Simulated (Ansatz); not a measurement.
# ZnSe (F-43m): band-edge transport data

```xyz
2
Lattice="0.0000 2.8166 2.8166 2.8166 0.0000 2.8166 2.8166 2.8166 0.0000" Properties=species:S:1:pos:R:3 pbc="T T T"
Zn     0.0000     0.0000     0.0000
Se     4.2249     4.2249     4.2249
```

Calculation: PBEsol with spin-orbit coupling, rigid bands (plane waves, PAW; Ansatz, a quantum-chemistry and plane-wave program). Geometry: cell and atoms relaxed with PBEsol.

```yaml
band_gap: 1.11 eV
electron conductivity mass (300 K, dilute): 0.100 mₑ
hole conductivity mass (300 K, dilute): 0.66 mₑ
effective density of states N_c (300 K): 7.3e17 cm⁻³
effective density of states N_v (300 K): 2.5e19 cm⁻³
density_of_states_mass_electrons: 0.095 mₑ
density_of_states_mass_holes: 1.01 mₑ
Seebeck coefficient, n-type 1e19 cm⁻³, 300 K: -64 μV/K
Seebeck coefficient, p-type 1e19 cm⁻³, 300 K: 297 μV/K
```

Rigid bands; masses and Seebeck coefficients take one relaxation time τ for all states and one kind of carrier; polarons and phonon drag are left out.
